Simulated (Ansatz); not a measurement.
The starting structures come from a database of crystals and need not be the phases stable at ambient conditions.

 Where the default PAW files enter, the runs use the earlier of Ansatz's two default sets.

Tunnelling through a barrier is set by its complex band structure: the current falls as exp(−2κd) with the smallest κ.

```yaml
crystal:
  lattice:
    - [6.01086, 0.00000, 0.00000]
    - [0.00000, 8.50064, 0.00000]
    - [3.00543, 4.25032, 3.00543]
  atoms:
    - { symbol: Ba, position: [0.50000, 0.75000, 0.00000] }
    - { symbol: Ba, position: [0.50000, 0.25000, 0.00000] }
    - { symbol: Ca, position: [0.00000, 0.00000, 0.00000] }
    - { symbol: Mo, position: [0.00000, 0.50000, 0.00000] }
    - { symbol: O, position: [0.00000, 0.27024, 0.00000] }
    - { symbol: O, position: [0.00000, 0.72976, 0.00000] }
    - { symbol: O, position: [0.00000, 0.27024, 0.45952] }
    - { symbol: O, position: [0.00000, 0.72976, 0.54048] }
    - { symbol: O, position: [0.54048, 0.27024, 0.45952] }
    - { symbol: O, position: [0.45952, 0.72976, 0.54048] }
```

Space group of this cell: Fm-3m. The cell is taken as given; by r2SCAN its mean pressure is -5.9 GPa.

Transport runs along the normal of the first two printed cell vectors, the (110) plane of the conventional cell.

No gap correction and no spin-orbit coupling; mid-gap values are interpolated between computed energies.

Task: Compute, with r2SCAN in Ansatz (a program for electronic structure), the band gap and the smallest decay constant κ at mid-gap.

Result: Gap 2.33 eV on a 10×10×10 mesh; κ = 0.322 1/Å, at the zone centre.
